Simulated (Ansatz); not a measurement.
Substrate model: Si(111) 1x1 surface, 6 top atoms, 3 bilayers, bottom bilayer H-capped and fixed, every top atom capped by H; cell 11.5 x 6.6 Å; one H replaced by OH; about 7 Å thick over the host's atoms, 18 atoms held. Method: PBE-D3(BJ) (plane waves to 420 eV, PAW; Ansatz, a quantum-chemistry and plane-wave program). Sampling: 1x2x1 k points. The slab states were run without spin polarisation. A thicker slab, a larger cell or a denser mesh can move such energies by a tenth of an eV or more. Energies are static: no zero-point or thermal part. Each state was relaxed from one prepared geometry.

End state of this step: SiH2Cl2 exchanges its H ligand with the surface O-H group. Atoms near the product:

```
atom    x (Å)  y (Å)   z (Å)
------  -----  -----  ------
Si(31)  7.665  6.666   9.511
H(45)   7.655  6.672  11.012
H(46)   9.582  3.351  11.016
O(47)   5.812  3.385  11.156
H(48)   8.222  5.273  12.979
Si(a0)  5.136  2.985  12.575
Cl(a1)  4.735  4.703  13.615
Cl(a2)  6.459  1.830  13.630
H(a3)   8.411  4.619  13.299
H(a4)   3.879  2.226  12.404
```

Problem. What energy does it take to move H2 into the gas, one a cell, with the surface relaxed behind it, and what are its closest contacts before it leaves?

Solution. 0.08 eV. Its closest contacts to the rest of the cell: H(48)...H(45) 2.48 Å, H(a3)...H(46) 2.86 Å, H(48)...H(46) 3.07 Å.
